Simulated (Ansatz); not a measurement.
Results of r²SCAN+rVV10 (Ansatz, a first-principles code, plane waves, PAW) for CsCl-type HfCo.

Run with plane-wave cutoff 560 eV, 18×18×18 k mesh, Fermi–Dirac smearing 0.05 eV, spin-polarised start, scalar-relativistic PAW data made under PBE.

Computed at the level's own relaxed cell.

Question: What does this level give for the lattice parameter a?

Answer: 
- lattice parameter a: 3.157 Å

The run finds no gap.

Note: the magnetic order was assumed, not searched for or taken from measurement.

Spin–orbit coupling is not included.

Computed values are for the static lattice.
